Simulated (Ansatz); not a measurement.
## A computed series for Al: pressure series

Consider Al in the fcc (Cu type) structure (space group Fm-3m, No. 225; a = 3.9920 Å).

Cell and atoms are relaxed at each pressure.

All numbers come from r2SCAN, PAW, 500 eV (Ansatz, a first-principles code; no SOC).

Notes on the quantities. enthalpy: H = E + PV relative to the base's energy.

| change | volume per atom | enthalpy |
|---|---|---|
| base | 15.90 Å³ | – |
| pressure −2 GPa | 16.27 Å³ | -0.20 eV/atom |
| pressure −1 GPa | 16.08 Å³ | -0.10 eV/atom |
| pressure 1.8 GPa | 15.61 Å³ | +0.18 eV/atom |
| pressure 4.2 GPa | 15.26 Å³ | +0.41 eV/atom |
| pressure 9 GPa | 14.67 Å³ | +0.86 eV/atom |
| pressure 18 GPa | (withheld) | +1.65 eV/atom |
| pressure 30 GPa | (withheld) | +2.65 eV/atom |
| pressure 45 GPa | 12.12 Å³ | +3.83 eV/atom |
| pressure 60 GPa | 11.49 Å³ | +4.93 eV/atom |

Problem. Some entries are withheld; estimate them.

Solution. 
- pressure 18 GPa, volume per atom: 13.80 Å³
- pressure 30 GPa, volume per atom: 12.93 Å³

Load acts through the strain it causes; cell and atoms are relaxed under it. Whether these cells are dynamically stable was not tested. Competing high-pressure phases were not computed.
